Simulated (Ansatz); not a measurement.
SiO2 (model structure, started from the cotunnite type, Cmce, No. 64, 12 atoms in the cell)

These are r²SCAN (Ansatz, a first-principles code, plane waves, PAW) values and carry that method's errors.

Settings: plane-wave cutoff 560 eV, 8×12×6 k mesh (along the axes of the cell as run), Fermi–Dirac smearing 0.01 eV, scalar-relativistic PAW data made under PBE.

Cell (relaxed at this level):

O2Si has the orthorhombic space group Cmce (No. 64), Pearson symbol oS12. Cell: a = 2.674 Å, b = 4.628 Å, c = 9.713 Å, α = β = γ = 90.00°. Si on 4a is surrounded by 6 O at 1.787 Å (octahedral). O on 8f is coordinated by 3 Si at 1.787 Å (trigonal pyramidal). (Neighbours: up to the widest gap in distance over summed covalent radii, below 1.35, at either atom.)

For SiO2 (model structure, started from the cotunnite type, Cmce, No. 64, 12 atoms in the cell), the band gap is 7.32 eV (on the SCF k mesh).

Note: the relaxation could raise the start's symmetry but not lower it, so the cell can be a saddle point; the cell has widely spaced layers and the level no dispersion term, so their spacing and the moduli can rest on weak binding.

Cost on a shared machine: roughly 40 core-minutes.

A model structure was made by putting elements into a prototype or built by hand; it is no filed structure, need not be a known phase, and can be a saddle point held by its symmetry.
